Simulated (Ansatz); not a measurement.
Defect: interstitial Li in silicon, charge state +1. All values below come from PBE, PAW (plane waves to 420 eV; Ansatz, an electronic-structure program).

Cell of 64 host sites held at the relaxed PBE lattice; a 2×2×2 k-point mesh shifted by half a step; Fermi-Dirac width 0.01 eV, spin-restricted; finite-size errors left in. Static, classical nuclei. The charge state is imposed; whether it is stable for some Fermi level was not computed. Sites that were not tried may lie lower.

Barriers: single points on a 3×3×3 k-point mesh shifted by half a step at the bands' geometries.

Relaxed starting cell (atoms counted from 1):

```
CELL_PARAMETERS angstrom
     10.94000     0.00000     0.00000
      0.00000    10.94000     0.00000
      0.00000     0.00000    10.94000
ATOMIC_POSITIONS crystal
  Si 0.99942 0.00002 0.25206
  Si 0.99945 0.99995 0.74878
  Si 0.99932 0.50005 0.25012
  Si 0.99946 0.49999 0.75057
  Si 0.49942 0.00008 0.25016
  Si 0.49942 0.99998 0.75061
  Si 0.49938 0.50002 0.25079
  Si 0.49940 0.50010 0.74995
  Si 0.12513 0.37527 0.12603
  Si 0.12383 0.37586 0.62444
  Si 0.12865 0.87067 0.12968
  Si 0.12507 0.87440 0.62520
  Si 0.62348 0.37595 0.12479
  Si 0.62427 0.37517 0.62530
  Si 0.62427 0.87443 0.12604
  Si 0.62348 0.87559 0.62445
  Si 0.99951 0.25165 0.00048
  Si 0.99933 0.24982 0.50036
  Si 0.99933 0.74841 0.00037
  Si 0.99938 0.75020 0.50033
  Si 0.49936 0.24982 0.00041
  Si 0.49945 0.25035 0.50034
  Si 0.49946 0.75020 0.00038
  Si 0.49928 0.74965 0.50040
  Si 0.12501 0.12566 0.37560
  Si 0.12879 0.12943 0.87095
  Si 0.12388 0.62425 0.37606
  Si 0.12499 0.62490 0.87476
  Si 0.62359 0.12451 0.37616
  Si 0.62422 0.12571 0.87477
  Si 0.62420 0.62498 0.37554
  Si 0.62356 0.62422 0.87580
  Si 0.25099 0.99998 0.00026
  Si 0.24927 0.00004 0.50040
  Si 0.24927 0.50002 0.00028
  Si 0.24961 0.50008 0.50031
  Si 0.74777 0.00003 0.00032
  Si 0.74956 0.00005 0.50036
  Si 0.74954 0.50005 0.00035
  Si 0.74905 0.50008 0.50041
  Si 0.37445 0.37514 0.37555
  Si 0.37535 0.37590 0.87586
  Si 0.37531 0.87565 0.37623
  Si 0.37457 0.87432 0.87476
  Si 0.87489 0.37595 0.37626
  Si 0.87385 0.37516 0.87482
  Si 0.87377 0.87441 0.37556
  Si 0.87005 0.87068 0.87105
  Si 0.24971 0.25025 0.25066
  Si 0.25280 0.25348 0.74694
  Si 0.25285 0.74676 0.25370
  Si 0.24969 0.74971 0.75006
  Si 0.74603 0.25353 0.25371
  Si 0.74916 0.25031 0.75008
  Si 0.74911 0.74970 0.25070
  Si 0.74607 0.74672 0.74690
  Si 0.37451 0.12553 0.12594
  Si 0.37532 0.12450 0.62453
  Si 0.37528 0.62414 0.12481
  Si 0.37442 0.62485 0.62522
  Si 0.87004 0.12930 0.12978
  Si 0.87380 0.12553 0.62526
  Si 0.87371 0.62487 0.12593
  Si 0.87500 0.62413 0.62452
  Li 0.99956 0.00018 0.00024
```
Cell charge +1.

End state 1 differs by these moves (Å; atoms that move under 0.08 Å are left out):

```json
[
 {"atom": "65", "element": "Li", "Δx": "1.37", "Δy": "-1.36", "Δz": "-1.36"}
]
```

### Question
Predict the forward and backward barriers to end state 1 from PBE, PAW.

### Answer
forward 0.60 eV, backward 0.60 eV; at the saddle point atom 65 has neighbours 6 Si at 2.37 Å. The saddle point's order was not checked, and it lies on a symmetry element of the cell, where a band can be held.
